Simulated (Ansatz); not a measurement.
# Short convergence ladders for a (001) slab of Tc (cut from a parent of space group no. 194; 4 atoms in the cell)

```xyz
4
Lattice="2.7263 0.0000 0.0000 -1.3632 2.3610 0.0000 0.0000 0.0000 20.5521" Properties=species:S:1:pos:R:3 pbc="T T T"
Tc     1.3632     0.7870     9.1840
Tc     0.0000     1.5740     7.0000
Tc     1.3632     0.7870    13.5521
Tc     0.0000     1.5740    11.3681
```

Base method: PBEsol, default PAW files made with PBE (plane waves; Ansatz, a quantum-chemistry and plane-wave program).

Base settings: basis.ecutwfc = 500 eV; kpoints.mp_grid.grid = 13 13 1; hamiltonian.xc = pbesol; hamiltonian.pseudopotentials = {kind: paw} (the program's default PAW files); scf.occupations.method = gaussian; scf.occupations.width = 0.1 eV.

The count of work is k-points × plane waves × bands × iterations; it is no time. Core times come from one kind of shared machine, to one figure; runs under 30 s give none.

**The plane-wave cutoff**

The mesh stays at the base's, so the ladder's end is converged at best in this setting alone.

Only quantities that move along the ladder and can be compared are tabulated.

```tsv
basis.ecutwfc	free energy less the last step's (meV/atom)	largest difference of a force vector from the last step's (eV/Å)	count of work / last
250 eV	6033.02	1.132	0.13
300 eV	1473.24	0.553	0.16
350 eV	315.05	0.018	0.20
425 eV	13.60	0.004	0.28
500 eV	1.16	0.000	0.35
600 eV	0.96	0.000	0.48
750 eV	0.69	0.000	0.65
1000 eV	0.00	0.000	1.0
```

Coarsest basis.ecutwfc that holds the free energy within 5 meV/atom of the last step, with all finer ones: 500 eV, at 0.35 of the last step's count of work; the step before is off by 14 meV/atom.

Coarsest basis.ecutwfc that holds the forces within 0.02 eV/Å of the last step, with all finer ones: 350 eV, at 0.20 of the last step's count of work; the step before is off by 0.55 eV/Å.

**The depth of the relaxed slab**

On a (001) slab of Tc (cut from a parent of space group no. 194; 2 atoms in the cell), and deeper slabs.

In this ladder: relax = atoms; relax.f_tol = 0.02 eV/Å.

Surface energy = (E_slab − N e_bulk)/2A, with e_bulk from the bulk crystal on its finest mesh (600 k-points); errors per atom of slab and bulk, whose meshes differ, grow with N.

The mesh stays at the base's, so the ladder's end is converged at best in this setting alone.

Only quantities that move along the ladder and can be compared are tabulated.

```tsv
atoms	surface energy (J/m²)	relaxation steps	core time / last (rough)
2	2.596	6	–
6	2.616	5	0.3
8	2.621	6	0.6
10	2.625	6	1
```

Smallest size that holds the surface energy within 0.02 J/m² of the last step, with all finer ones: 6, at about 0.3 of the last step's time; the step before is off by 0.029 J/m².

On the base run: the starting cell has typed, rounded lattice constants, without a prior relaxation at this level. The slab is cut from that crystal, and its faces are unrelaxed. Its lattice was rescaled by up to half a per cent. Spin polarisation is off. In the base run, forces exceed 1 eV/Å.

Keys are those of Ansatz 0.2.
